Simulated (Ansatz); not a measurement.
## Effect of uniaxial strain ε_zz = +1.00 % on WC

Base system: WC (space group P-6m2, No. 187; a = 2.922 Å, c = 2.846 Å; relaxed with 0.1 eV smearing). Axes: x lies along a and z along c of the hexagonal cell.

It is then changed as follows: uniaxial strain ε_zz = +1.00 %, all other strain components held at zero; the atoms relax in the strained cell.

The values are results of PBE in Ansatz (plane waves to 420 eV, PAW, spin-orbit coupling left out), not measurements. Γ-centred 23×23×20 mesh, Fermi–Dirac width 0.1 eV.

| quantity | base | changed | shift |
|---|---|---|---|
| volume per atom | 10.53 Å³ | 10.63 Å³ | +0.105 Å³ |
| space group | P-6m2 (No. 187) | P-6m2 (No. 187) | – |
| shortest interatomic distance | 4.171 bohr | 4.189 bohr | +0.0174 bohr |
| energy relative to the base (free energy F) | 0 meV/atom | +3.0 meV/atom | +3.0 meV/atom |
| pressure (mean of the normal stresses, compression positive) | 0.0 GPa | -4.1 GPa | -4.1 GPa |
| band gap | zero | zero | – |
| stress (xx, yy, zz, yz, xz, xy; compression positive) | – | (-1.6, -1.6, -9.1, 0.0, 0.0, 0.0) GPa | – |

Final structure:

```xyz
2
Lattice="2.9225 0.0000 0.0000 -1.4612 2.5309 0.0000 0.0000 0.0000 2.8747" Properties=species:S:1:pos:R:3 pbc="T T T"
W      0.0000     0.0000     0.0000
C      0.0000     1.6873     1.4373
```

No phonon test of stability was made. All final runs are without spin polarisation.

Ansatz is an electronic-structure program.
